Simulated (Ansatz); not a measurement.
Levels about the gap of amorphous tantalum oxide (Ta₁₆O₃₉) (55 atoms in a cell of 772 Å³, 7.57 g/cm³; zone centre alone, so wide bands show as single levels with stretches between that a denser mesh fills), at the geometry that PBE relaxed, where it gives 3.2 GPa on a denser mesh. The participation number counts the atoms over which a state spreads; weights are charges in smoothed Voronoi cells. The levels come from a single point, so bond lengths are those of that geometry. Method of the levels: PBE, scalar-relativistic without spin-orbit coupling (Ansatz, a program for electronic structure). Sampling: the zone centre alone; Fermi-Dirac width 0.02 eV; no spin polarisation. The usual formal charges leave 2 electrons over, so the level spacing at the Fermi energy parts defect or band states and needn't be the band gap.

A CHGNet melt-quench gave the starting glass, which DFT then relaxed. O atoms were pushed apart under 1.9 Å during the dynamics, to hinder bonds among them. It is the lowest in DFT energy of 2 quenches. It is a model cell: composition and starting density were chosen by hand, and all elements were melted together. No dispersion term was used. A short ab initio anneal came between quench and relaxation. Its density started from a set value of 7.57 and ended at 7.57 g/cm³. The quench (nominally 95 K/ps over its main leg) was far faster than any real one, so the model tends to hold more defects than a real film. A cell of this size samples the disorder only roughly. The volume was held where the preparation left it, at a PBE pressure of 3.2 GPa. Stress components on the final sampling reach 3.7 GPa. On a 2×2×2 Γ-centred mesh force components of up to 0.18 eV/Å stay, since the relaxation ran on the zone centre alone.

```tsv
E - E(highest filled), eV	filling	participation number	largest on	weight O	weight Ta
-3.08	filled	14.9	O, 2 neighbours	0.95	0.05
-3.04	filled	15.0	O, 2 neighbours	0.96	0.04
-2.96	filled	15.8	O, 2 neighbours	0.96	0.04
-2.95	filled	10.1	O, 2 neighbours	0.95	0.05
-2.82	filled	16.3	O, 2 neighbours	0.96	0.04
-2.71	filled	8.8	O, 2 neighbours	0.95	0.05
0.00	filled	7.0	Ta, 6 neighbours	0.35	0.65
0.66	empty	19.4	Ta, 7 neighbours	0.34	0.66
0.84	empty	15.9	Ta, 6 neighbours	0.33	0.67
0.93	empty	24.4	Ta, 6 neighbours	0.35	0.65
0.95	empty	15.3	Ta, 6 neighbours	0.34	0.66
1.05	empty	17.4	Ta, 6 neighbours	0.33	0.67
1.08	empty	23.9	Ta, 6 neighbours	0.33	0.67
1.15	empty	18.9	Ta, 7 neighbours	0.34	0.66
```

Most localised among these is the filled level at +0.00 eV, on a Ta atom, which has 6 neighbours (O 1.85 Å, O 1.93 Å, O 2.03 Å, O 2.06 Å, O 2.11 Å, Ta 2.96 Å).
